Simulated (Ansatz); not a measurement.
## C, response to strain

The parent structure is C in the graphite type structure (space group P6_3/mmc, No. 194; a = 2.458 Å, c = 6.563 Å; layered, stacked along the Cartesian z axis). Axes: x lies along a and z along c of the hexagonal cell.

Strains are applied to the cell and any free atomic positions relax; under biaxial strain the out-of-plane vector relaxes too; under stress the whole cell relaxes.

Method: Ansatz (a quantum-chemistry and plane-wave program), PBEsol-D3(BJ), PAW, cutoff 420 eV, no spin-orbit coupling.

Notes on the quantities. pressure: mean of the normal stresses, compression positive; energy relative to the base: free energy F.

```csv
case,pressure,energy relative to the base,volume per atom
base,0.0 GPa,0 meV/atom,8.59 Å³
"biaxial strain +3.61 %, plane normal [001], relaxed out of plane",-26.8 GPa,–,9.28 Å³
"biaxial strain +4.12 %, plane normal [001], relaxed out of plane",-29.7 GPa,–,9.38 Å³
isotropic strain −4.53 %,53.4 GPa,+169 meV/atom,7.47 Å³
isotropic strain +3.14 %,___,___,9.42 Å³
uniaxial strain ε_xx = +2.64 %,-10.9 GPa,+20 meV/atom,8.81 Å³
uniaxial strain ε_yy = −0.31 %,1.4 GPa,+0.3 meV/atom,8.56 Å³
tensor shear ε_xz = +0.68 %,0.0 GPa,0.0 meV/atom,8.59 Å³
"uniaxial stress, 0.5 GPa tension along x",–,0.0 meV/atom,8.59 Å³
"uniaxial stress, 0.5 GPa compression along z",–,+0.2 meV/atom,8.48 Å³
```

### Question
Some entries are withheld; estimate them.

### Answer

- isotropic strain +3.14 %, pressure: -23.4 GPa
- isotropic strain +3.14 %, energy relative to the base: +66 meV/atom

The mesh was chosen for an insulator and is coarse for the gapless case. Beyond what the load breaks, stability against distortions was not tested.
